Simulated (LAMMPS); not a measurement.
MD of Ni (fcc) at zero pressure over temperature, 4000 atoms; each row names its start.

Method: classical MD, pair style eam/alloy, file NiAlH_jea.eam.alloy, run in LAMMPS.

```tsv
T (K), start	state	volume	enthalpy	first peak of g(r)	coordination number	D(Ni)
100, crystal	crystal; no diffusion seen in 30 ps	10.9470 ± 0.0001 Å³/atom	-4.4240 ± 0.0001 eV/atom	2.49 Å, height 15.2	12.0 (counted to 3.02 Å)	-
200, crystal	crystal; no diffusion seen in 30 ps	10.9942 ± 0.0001 Å³/atom	-4.3976 ± 0.0001 eV/atom	2.49 Å, height 11.1	12.0 (counted to 2.98 Å)	-
300, crystal	crystal; no diffusion seen in 30 ps	11.0467 ± 0.0001 Å³/atom	-4.3706 ± 0.0001 eV/atom	2.49 Å, height 8.9	12.0 (counted to 3.02 Å)	-
1040, crystal	crystal; no diffusion seen in 30 ps	11.6377 ± 0.0006 Å³/atom	-4.1512 ± 0.0002 eV/atom	2.50 Å, height 4.3	12.0 (counted to 3.10 Å)	-
1300, crystal	crystal; no diffusion seen in 30 ps	11.8899 ± 0.0009 Å³/atom	-4.0669 ± 0.0003 eV/atom	2.50 Å, height 3.7	12.2 (counted to 3.18 Å)	-
1560, crystal	crystal; no diffusion seen in 30 ps	12.1405 ± 0.0010 Å³/atom	-3.9792 ± 0.0002 eV/atom	2.50 Å, height 3.2	12.5 (counted to 3.26 Å)	-
2070, crystal	liquid	12.9939 ± 0.0005 Å³/atom	-3.6963 ± 0.0001 eV/atom	2.45 Å, height 2.4	13.0 (counted to 3.46 Å)	(7.8 ± 0.2) × 10^-5 cm²/s
1560, melt	liquid	12.6553 ± 0.0006 Å³/atom	-3.8548 ± 0.0003 eV/atom	2.46 Å, height 2.7	13.0 (counted to 3.42 Å)	(3.87 ± 0.08) × 10^-5 cm²/s
1730, melt	liquid	12.7750 ± 0.0006 Å³/atom	-3.8006 ± 0.0002 eV/atom	2.45 Å, height 2.6	12.9 (counted to 3.42 Å)	(4.86 ± 0.07) × 10^-5 cm²/s
1900, melt	liquid	12.8866 ± 0.0009 Å³/atom	-3.7480 ± 0.0003 eV/atom	2.45 Å, height 2.5	12.8 (counted to 3.42 Å)	(6.47 ± 0.09) × 10^-5 cm²/s
2160, melt	liquid	13.0477 ± 0.0008 Å³/atom	-3.6696 ± 0.0003 eV/atom	2.45 Å, height 2.4	12.9 (counted to 3.46 Å)	(8.57 ± 0.10) × 10^-5 cm²/s
2420, melt	liquid	13.199 ± 0.001 Å³/atom	-3.5939 ± 0.0004 eV/atom	2.44 Å, height 2.3	12.8 (counted to 3.46 Å)	(1.05 ± 0.02) × 10^-4 cm²/s
```

Measured linear expansion coefficient: 13.40 1e-6/K at 293 K (Kaye and Laby Online (NPL), 2.3.5 Thermal expansion).

Measured melting point: 1728 K (Wikipedia, Melting points of the elements (data page)).

Caution (row 1560, crystal): this crystal lies over the melting point of about 1440 K that EAM-type NiAlH_jea.eam.alloy gives, so it is superheated.

From the crystal rows between 100 and 300 K, estimate the mean linear expansion coefficient and the heat capacity. The slope of ln V over three gives 15 × 10^-6 /K, and dH/dT = 3.1 kB/atom. Nuclei are classical here, so the heat capacity stays near 3 kB/atom, where a real crystal's falls off below its Debye temperature.

Fit an Arrhenius law to the diffusion of Ni in the liquid. ln D against 1/T from 1560 to 2420 K gives an activation energy of 0.39 eV and D0 = 0.00067 cm²/s.

States go by the mean squared displacement: a species diffuses where it passes 1.5 Å², still rises and gives D over 1e-6 cm²/s; a crystal has left its structure where atoms lie 0.35 Å off their sites on average or a cubic box changes its shape by 3 %, or the axial ratios of another lie 8 % off the starting cell's, which the potential's own relaxation can also do.

Errors of D are the spread over four groups of atoms in one short run; a floor of about 5 %, a picked value, is safer.

The ± values are statistical; the model's systematic error is not in them.
